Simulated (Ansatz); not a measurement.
Ansatz (an electronic-structure program) run on a sheet of SbAs (2 atoms in the cell): self-consistent single point.

Computed with PBEsol with spin-orbit coupling, default PAW files made with PBE (plane waves; Ansatz).

```yaml
crystal:
  lattice:
    - [4.36991, 0.00000, 0.00000]
    - [-2.18495, 3.78445, 0.00000]
    - [0.00000, 0.00000, 14.00000]
  atoms:
    - { symbol: As, position: [0.66667, 0.33333, 0.50000] }
    - { symbol: Sb, position: [0.33333, 0.66667, 0.50000] }
```

Reference input (self-consistent single point, DFT, PBEsol, plane waves, default PAW files made with PBE): basis.ecutwfc = 420 eV; kpoints.mp_grid.grid = 7 7 1; hamiltonian.xc = pbesol; hamiltonian.pseudopotentials = {kind: paw} (the program's default PAW files); scf.occupations.method = cold; scf.occupations.width = 0.272 eV. This run's input differs from it in these lines:

Ansatz 0.2 input:
```diff
@@ -16,2 +16,5 @@
   pseudopotentials: { kind: paw }
+magnetization:
+  noncollinear: true
+  spin_orbit: true
 scf:
```

Log, with long lists cut:

```
SCF iter   1: F=—  HF=-11221.958861 eV  |F-HF|=—  |Δ(HF+E_count)|=         —  Δρ=1.08e-2  dr2=5.33e-1  dr2_m=0.00e0 (ungated)  ethr=1.72e-3  |M|=0.00e0 ∫|m|=0.00e0 μB  |m|>n=0.0e0 m-floor=0.0e0 τ_xc=0.0e0  β_m=1.00  ⟨swp⟩=1.0  Hψ=2165  notcnv=0
all-band conjugate gradients solve this SCF's bands
preconditioner: auto → LDOS
spin=Noncollinear: LDOS preconditioning applied to the charge; magnetization (m_x, m_y, m_z) channels mix plain (no charge-response kernel on spin).
   [... lines left out ...]
SCF iter   7: F=—  HF=-11221.813250 eV  |F-HF|=—  |Δ(HF+E_count)|=   2.61e-6  S|Δr|=    0.00e0  Δρ=8.32e-6  dr2=1.53e-7  dr2_m=0.00e0 (ungated)  ethr=1.70e-8  |M|=0.00e0 ∫|m|=0.00e0 μB  |m|>n=0.0e0 m-floor=0.0e0 τ_xc=0.0e0  β_m=0.85  ⟨swp⟩=2.0  [...]
SCF iter   8: F=-11221.813250 eV  HF=-11221.813250 eV  |F-HF|=2.66e-8  |Δ(HF+E_count)|=   4.66e-8  S|Δr|=    0.00e0  Δρ=2.41e-6  dr2=2.50e-8  dr2_m=0.00e0 (ungated)  ethr=3.33e-10  |M|=0.00e0 ∫|m|=0.00e0 μB  |m|>n=0.0e0 m-floor=0.0e0 τ_xc=0.0e0  [...]
SCF 1 converged in 8 iterations: F = -11221.813250 eV  dr2 = 2.50e-8
Stability not checked (fill_not_monotonic)
Magnetization: |M| = 0.0000 μB,  M = (+0.0000, +0.0000, +0.0000) μB
Absolute magnetization: 0.0000 μB (∫|m|)
  site 0: m = (+0.0000, +0.0000, +0.0000) μB, |m| = 0.0000 μB  (R = 1.04 Å)
  site 1: m = (+0.0000, +0.0000, +0.0000) μB, |m| = 0.0000 μB  (R = 1.04 Å)
Free energy (F): -11221.813250 eV
Internal energy: -11221.800705 eV  (E = F + TS)
E sigma→0 (E₀):  -11221.809068 eV
Entropy (-TS):   -0.012545 eV (-6.273 meV/atom)
Fermi energy:    -1.394745 eV
--- Forces (eV/Å), atoms counted from 1 ---
  atom   1  As     0.00000000    -0.00000000     0.00000000
  atom   2  Sb     0.00000000     0.00000000     0.00000000
--- Stress (GPa, compression-positive) ---
        3.589653      -0.000000       0.000000
       -0.000000       3.589653       0.000000
        0.000000       0.000000      -0.000016
  P = ⅓ Tr σ = 2.3931 GPa (23.931 kbar)
  The stress holds the Pulay correction. Without it, at fixed plane waves, as pw.x and ABINIT print it: P = 2.3856 GPa
```

The run converged in 8 iterations. 

The starting cell was generated: these elements placed on a structure prototype, without a prior relaxation; it need not be a known phase or ordering of this composition.
